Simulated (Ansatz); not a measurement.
Defect migration in fcc Ag: Ru-vacancy pair (Ru on one host Ag site, one Ag site vacant), neutral cell. The step: Ru and the vacancy change places (Ru-vacancy distance between ideal sites 2.93 Å throughout); the atom moves 3.01 Å along (0.00, 0.51, 0.51) of the unit cell; the moving atom starts with neighbours Ag at 2.85, 4 Ag at 2.87, 5 Ag at 2.89, Ag at 2.90 Å and ends with Ag at 2.85, 4 Ag at 2.87, 5 Ag at 2.89, Ag at 2.90 Å. DFT values are from Ansatz (plane-wave PAW, 420 eV unless said) in a cell of 32 host sites, spin-restricted, static, with no finite-size correction. Forms of the defect that were not tried may lie lower. For the PBE band: the saddle point's order was not checked, and it lies on a symmetry element of the cell, where a band can be held.

```
Level                                                                           Forward barrier (eV)  Cost of the band or of the saddle's single point
------------------------------------------------------------------------------  --------------------  ------------------------------------------------
CHGNet universal potential (has no charge state), its own band                                  1.07                                                 -
PBE, a 2×2×2 k-point mesh shifted by half a step, band relaxed                                  1.20                      very roughly 24 core-minutes
PBE, a 4×4×4 k-point mesh shifted by half a step, same geometries                               1.14                       very roughly 9 core-minutes
r2SCAN at 500 eV, a 2×2×2 k-point mesh shifted by half a step, same geometries                  1.18           about 2.8 core-minutes (a rough figure)
```

Ansatz is a first-principles code.
